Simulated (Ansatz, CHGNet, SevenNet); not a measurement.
TaAs (model structure, started from the NbAs type, I4₁md, No. 109, 4 atoms in the cell): properties by level of theory

```tsv
level (code)	lattice parameter a (Å)	lattice parameter c (Å)
CHGNet 0.3.0	3.444	11.901
SevenNet-0	3.487	11.633
SevenNet-l3i5	3.470	11.738
LDA (Ansatz)	3.405	(withheld)
PBE (Ansatz)	3.463	11.734
r²SCAN (Ansatz)	3.442	11.712
```

### Question
Some entries are withheld; supply them.

### Answer

- LDA (Ansatz, a first-principles code), lattice parameter c (Å): 11.509

Ansatz's density-functional and Hartree–Fock values are scalar-relativistic unless marked +SOC, with PAW data made under PBE.

Static lattice: no zero-point or thermal effects.

A model structure was made by putting elements into a prototype or built by hand; it is no filed structure, need not be a known phase, and can be a saddle point held by its symmetry.
